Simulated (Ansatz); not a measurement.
Ansatz (an electronic-structure program) run on Cu3AsSe4 (Fmm2, 8 atoms in the cell): relaxation of the atoms.

Computed with LDA (PW92), default PAW files made with PBE (plane waves; Ansatz).

The change in words: one atom moved by 0.15 angstrom; relax: default → atoms; relax.f_tol: default → 0.001 eV/Å. Reference geometry:
```
CELL_PARAMETERS angstrom
     -2.77140     2.77140     5.50851
      2.77140    -2.77140     5.50851
      2.77140     2.77140    -5.50851
ATOMIC_POSITIONS crystal
  Cu 0.25000 0.75000 0.50000
  Cu 0.75000 0.25000 0.50000
  Cu 0.50000 0.50000 0.00000
  As 0.00000 0.00000 0.00000
  Se 0.87509 0.38261 0.00000
  Se 0.61739 0.61739 0.49248
  Se 0.38261 0.87509 0.00000
  Se 0.12491 0.12491 0.50752
```

Reference input (self-consistent single point, DFT, LDA (PW92), plane waves, default PAW files made with PBE): basis.ecutwfc = 420 eV; kpoints.mp_grid.grid = 4 4 4; hamiltonian.xc = lda; hamiltonian.pseudopotentials = {kind: paw} (the program's default PAW files); scf.occupations.method = fermi_dirac; scf.occupations.width = 0.1 eV. This run's input differs from it in these lines:

```diff
@@ -9,3 +9,3 @@
     - { symbol: Cu, position: [0.750000, 0.250000, 0.500000] }
-    - { symbol: Cu, position: [0.500000, 0.500000, 0.000000] }
+    - { symbol: Cu, position: [0.513615, 0.513615, 0.000000] }
     - { symbol: As, position: [0.000000, 0.000000, 0.000000] }
@@ -24,2 +24,4 @@
   occupations: { method: fermi_dirac, width: 0.1 }
+relax:
+  f_tol: 0.001
 output:
```

The program printed (abridged):

```
   [... SCF lines of the steps left out ...]
relax step   1: F+E_penalty+E_count = -45974.74640730 eV  Δ(F+E_penalty+E_count) = +0.000e0 eV  max|allowed force component| = 6.594e-1 eV/Å  Δτ_max = 0.0000 Å  (8 SCF iters, dr2 threshold 1.00e-7 eV, accepted)
relax step   2: F+E_penalty+E_count = -45974.79575944 eV  Δ(F+E_penalty+E_count) = -4.935e-2 eV  max|allowed force component| = 4.538e-1 eV/Å  Δτ_max = 0.0380 Å  (6 SCF iters, dr2 threshold 2.72e-5 eV, accepted)
relax step   3: F+E_penalty+E_count = -45974.82465001 eV  Δ(F+E_penalty+E_count) = -2.889e-2 eV  max|allowed force component| = 6.466e-2 eV/Å  Δτ_max = 0.0908 Å  (6 SCF iters, dr2 threshold 1.29e-5 eV, accepted)
relax step   4: F+E_penalty+E_count = -45974.82582354 eV  Δ(F+E_penalty+E_count) = -1.174e-3 eV  max|allowed force component| = 3.012e-2 eV/Å  Δτ_max = 0.0110 Å  (6 SCF iters, dr2 threshold 2.61e-7 eV, accepted)
relax step   5: F+E_penalty+E_count = -45974.82602236 eV  Δ(F+E_penalty+E_count) = -1.988e-4 eV  max|allowed force component| = 8.650e-4 eV/Å  Δτ_max = 0.0035 Å  (6 SCF iters, dr2 threshold 5.67e-8 eV, accepted)
relax step   6: F+E_penalty+E_count = -45974.82602237 eV  Δ(F+E_penalty+E_count) = -5.930e-9 eV  max|allowed force component| = 9.045e-4 eV/Å  Δτ_max = 0.0000 Å  (5 SCF iters, accepted)
the relaxation is at rest under the 4 symmetry operations that the run kept from its start: a minimum is not shown …
Stability not checked: this state was not tested for a lower state beside it, because too few of the mixer's solves of this state at the end of the SCF gave a …
Free energy (F): -45974.826022 eV
Internal energy: -45974.719842 eV  (E = F + TS)
E sigma→0 (E₀):  -45974.772932 eV
Entropy (-TS):   -0.106180 eV (-13.273 meV/atom)
Fermi energy:    9.045633 eV
--- Forces (eV/Å), atoms counted from 1 ---
  atom   1  Cu     0.00000000    -0.00000000     0.00034531
   [... lines left out ...]
    - { symbol: As, position: [0.001697017350191939, 0.0016970173501919387, 2.347265168379835e-19] }
    - { symbol: Se, position: [0.873371993347096, 0.3915885849198568, 0.0] }
    - { symbol: Se, position: [0.6118144540616661, 0.6118144540616661, 0.48177430695308715] }
    - { symbol: Se, position: [0.3915885849198568, 0.873371993347096, 0.0] }
    - { symbol: Se, position: [0.13004014710857878, 0.13004014710857878, 0.5182256930469128] }
```

The run converged. 

Summary of the result:
* **Free energy E − TS (on the zero of these files)**: -45974.8260 eV
* **Fermi level (on the code's own zero)**: 9.05 eV
* **Pressure**: -2.81 GPa
* **Largest force (vector length)**: 0.001 eV/Å
* **Relaxation steps**: 6

The starting cell comes from a database of computed structures (which also holds hypothetical and non-ambient phases and stackings), without a prior relaxation at this level. Its lattice was rescaled by up to half a per cent. For this run, on top of that: one atom moved by 0.15 angstrom. Spin polarisation is off. The relaxation keeps the symmetry of its start, so its end need not be a minimum. Ansatz's pressure includes its estimate of the finite-basis (Pulay) stress. The run gives no clean gap (levels at the Fermi energy touch, overlap or are partly filled at this smearing), which alone does not show that the compound is a metal.

Cost on one core of a shared machine: roughly 2 min.

Keys are those of Ansatz 0.2.
